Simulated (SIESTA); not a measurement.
**A self-consistent single point of CaMg (Pmma, 4 atoms in the cell) with SIESTA**

Method: SIESTA with LDA PW92, numerical atomic orbitals DZP, PseudoDojo LDA standard norm-conserving potentials (rewritten from UPF to PSML).

Input as run:

```
# files in the folder: Ca.psml Mg.psml (PseudoDojo LDA standard)
SystemName  CaMg
SystemLabel siesta

NumberOfAtoms                4
NumberOfSpecies              2
%block ChemicalSpeciesLabel
  1 20 Ca
  2 12 Mg
%endblock ChemicalSpeciesLabel
LatticeConstant              5.690893 Ang
%block LatticeVectors
     1.000000000    0.000000000    0.000000000
     0.000000000    0.686914866    0.000000000
     0.000000000    0.000000000    1.003818030
%endblock LatticeVectors
AtomicCoordinatesFormat      Ang
%block AtomicCoordinatesAndAtomicSpecies
     4.268169750    1.954579500    4.258359072  1
     1.422723250    1.954579500    1.454261928  1
     4.268169750    0.000000000    1.384110942  2
     1.422723250    0.000000000    4.328510058  2
%endblock AtomicCoordinatesAndAtomicSpecies

XC.functional                LDA
XC.authors                   PW92
PAO.BasisSize                DZP
PAO.EnergyShift              0.01 Ry
MeshCutoff                   300 Ry
%block kgrid.MonkhorstPack
    6   0   0  0.0
    0   9   0  0.0
    0   0   6  0.0
%endblock kgrid.MonkhorstPack
OccupationFunction           FD
ElectronicTemperature        0.1 eV

MaxSCFIterations             150
SCF.Mixer.Method             Pulay
SCF.Mixer.Weight             0.1
SCF.Mixer.History            8
SCF.DM.Tolerance             1.0E-05
Diag.ParallelOverK           true
WriteForces                  true
```

Output (repeated stretches shortened):

```
reinit: Reading from file input.fdf

reinit: System Name: CaMg
reinit: System Label: siesta

coor:   Atomic-coordinates input format  =     Cartesian coordinates
coor:                                          (in Angstroms)

siesta: Atomic coordinates (Bohr) and species
siesta:      8.06567   3.69362   8.04713  1        1
siesta:      2.68856   3.69362   2.74816  1        2
siesta:      8.06567   0.00000   2.61559  2        3
siesta:      2.68856   0.00000   8.17970  2        4

siesta: System type = bulk

initatomlists: Number of atoms, orbitals, and projectors:      4    36    52

siesta: ******************** Simulation parameters ****************************
redata: Spin configuration                          = none
redata: Time-Reversal Symmetry                      = T
redata: Number of Atomic Species                    =        2
redata: Mesh Cutoff                                 =   300.0000 Ry
redata: Net charge of the system                    =     0.0000 |e|
redata: Min. number of SCF Iter                     =        0
redata: Max. number of SCF Iter                     =      150
redata: SCF convergence failure will abort job
redata: SCF mix quantity                            = Hamiltonian
redata: Mix DM or H after convergence               =   F
redata: Recompute H after scf cycle                 =   F
redata: Mix DM in first SCF step                    =   T
redata: No kicks to SCF
redata: DM Mixing Weight for Kicks                  =     0.5000
redata: Require Harris convergence for SCF          =   F
redata: Harris energy tolerance for SCF             =     0.000100 eV
redata: Require DM convergence for SCF              =   T
redata: DM tolerance for SCF                        =     0.000010
redata: Require EDM convergence for SCF             =   F
redata: EDM tolerance for SCF                       =     0.001000 eV
redata: Require H convergence for SCF               =   T
redata: Hamiltonian tolerance for SCF               =     0.001000 eV
redata: Require (free) Energy convergence for SCF   =   F
redata: (free) Energy tolerance for SCF             =     0.000100 eV
redata: Using DFT-D3 dispersion                     =   F
redata: Using Saved Data (generic)                  =   F
redata: Method of Calculation                       = Diagonalization
redata: Electronic Temperature                      =  1160.4518 K
redata: Number of TDED substeps                     =        3
redata: Dynamics option                             = Single-point calculation
redata: Save all siesta data in one NC              =   F
redata: ***********************************************************************

%block SCF.Mixers
  Pulay
%endblock SCF.Mixers

%block SCF.Mixer.Pulay
  # Mixing method
  method pulay
  variant stable

  # Mixing options
  weight 0.1000
  weight.linear 0.1000
  history 8
%endblock SCF.Mixer.Pulay

DM_history_depth set to one: no extrapolation allowed by default for geometry relaxation
Size of DM history Fstack: 1
Total number of electrons:    40.000000
Total ionic charge:    40.000000

* ProcessorY, Blocksize:    1  37

* Orbital distribution balance (max,min):    36    36

k-point displ. along   1 input, could be:     0.00    0.50
k-point displ. along   3 input, could be:     0.00    0.50
 Kpoints in:          180 . Kpoints trimmed:          168

siesta: k-grid: Number of k-points = 168
siesta: k-points from Monkhorst-Pack grid
siesta: k-cutoff (effective) =    17.073 Ang
siesta: k-point supercell and displacements
siesta: k-grid:     6     0     0      0.000
siesta: k-grid:     0     9     0      0.000
siesta: k-grid:     0     0     6      0.000

diag: Algorithm                                     = D&C
diag: Parallel over k                               =   F
diag: Use parallel 2D distribution                  =   F
diag: Parallel block-size                           = 37
diag: Parallel distribution                         =     1 x     1
diag: Used triangular part                          = Lower
diag: Absolute tolerance                            =  0.100E-15
diag: Orthogonalization factor                      =  0.100E-05
diag: Memory factor                                 =  1.0000

superc: Internal auxiliary supercell:     3 x     5 x     3  =      45
superc: Number of atoms, orbitals, and projectors:    180   1620   2340

                        Single-point calculation

superc: Internal auxiliary supercell:     3 x     5 x     3  =      45
superc: Number of atoms, orbitals, and projectors:    180   1620   2340

outcell: Unit cell vectors (Ang):
        5.690893    0.000000    0.000000
        0.000000    3.909159    0.000000
        0.000000    0.000000    5.712621

outcell: Cell vector modules (Ang)   :    5.690893    3.909159    5.712621
outcell: Cell angles (23,13,12) (deg):     90.0000     90.0000     90.0000
outcell: Cell volume (Ang**3)        :    127.0864
new_DM -- step:     1
Initializing Density Matrix...

Attempting to read DM from file... Failed...
DM filled with atomic data:

InitMesh: MESH = 60 x 48 x 60 = 172800
InitMesh: Mesh cutoff (required, used) =   300.000   304.883 Ry

stepf: Fermi-Dirac step function

        iscf     Eharris(eV)        E_KS(eV)     FreeEng(eV)     dDmax    Ef(eV) dHmax(eV)
   scf:    1    -5317.697287    -5325.796837    -5325.869007  0.844079 -3.134882  3.530366
   scf:    2    -5325.893116    -5325.845305    -5325.917338  0.025934 -3.146292  3.125540
   scf:    3    -5326.121646    -5325.999039    -5326.070206  0.170885 -3.229191  0.125853
   scf:    4    -5325.999400    -5325.999235    -5326.070458  0.003270 -3.233142  0.103891
   scf:    5    -5325.999361    -5325.999380    -5326.070725  0.007023 -3.233915  0.051562
   scf:    6    -5325.999524    -5325.999454    -5326.070772  0.000931 -3.233934  0.026405
   scf:    7    -5325.999531    -5325.999495    -5326.070788  0.000816 -3.233975  0.003242
   scf:    8    -5325.999494    -5325.999494    -5326.070787  0.000013 -3.233975  0.003589
mix: Pulay -- inversion failed, > SVD [rank/size] 4 / 7
   scf:    9    -5325.999500    -5325.999497    -5326.070788  0.000147 -3.233970  0.000113
mix: Pulay -- inversion failed, > SVD [rank/size] 4 / 7
   scf:   10    -5325.999497    -5325.999497    -5326.070788  0.000002 -3.233975  0.000100

SCF Convergence by DM+H criterion
max |DM_out - DM_in|         :     0.0000021457
max |H_out - H_in|      (eV) :     0.0000997116
SCF cycle converged after 10 iterations

Using DM_out to compute the final energy and forces

siesta: E_KS(eV) =            -5325.9995

siesta: E_KS - E_eggbox =     -5325.9995

siesta: Atomic forces (eV/Ang):
     1   -0.000000   -0.000000   -0.001308
     2    0.000000   -0.000000    0.001308
     3   -0.000000   -0.000000   -0.007977
     4   -0.000000   -0.000000    0.007977
   Tot   -0.000000   -0.000000    0.000000
   Max    0.007977
   Res    0.003300    sqrt( Sum f_i^2 / 3N )
   Max    0.007977    constrained

Stress tensor Voigt[x,y,z,yz,xz,xy] (kbar):      -15.71      -17.44      -13.21       -0.00        0.00        0.00
(Free)E + p*V (eV/cell)    -5324.8450
Target enthalpy (eV/cell)    -5326.0708

siesta: Program's energy decomposition (eV):
siesta: Ebs     =     -1436.109108
siesta: Eions   =      7228.121277
siesta: Ena     =       936.040004
siesta: Ekin    =      2534.719031
siesta: Enl     =      -810.041980
siesta: Eso     =         0.000000
siesta: Edftu   =         0.000000
siesta: DEna    =        46.552630
siesta: DUscf   =         1.036882
siesta: DUext   =         0.000000
siesta: Ex      =      -730.832625
siesta: Ec      =       -75.352163
siesta: Exc     =      -806.184788
siesta: Eharris =     -5325.999497
siesta: Etot    =     -5325.999497
siesta: FreeEng =     -5326.070788

siesta: Stress tensor (static) (eV/Ang**3):
siesta:    -0.009804    0.000000    0.000000
siesta:     0.000000   -0.010886   -0.000000
siesta:     0.000000   -0.000000   -0.008248

siesta: Cell volume =        127.086426 Ang**3

siesta: Pressure (static):
siesta:                Solid            Molecule  Units
siesta:           0.00010505          0.00010449  Ry/Bohr**3
siesta:           0.00964568          0.00959370  eV/Ang**3
siesta:          15.45408574         15.37079878  kBar
```

The run converged in 10 iterations.

The starting cell comes from a database of computed structures (which also holds hypothetical and non-ambient phases and stackings), without a prior relaxation at this level. Its lattice was rescaled by up to half a per cent. Values carry the incompleteness of an atom-centred basis.
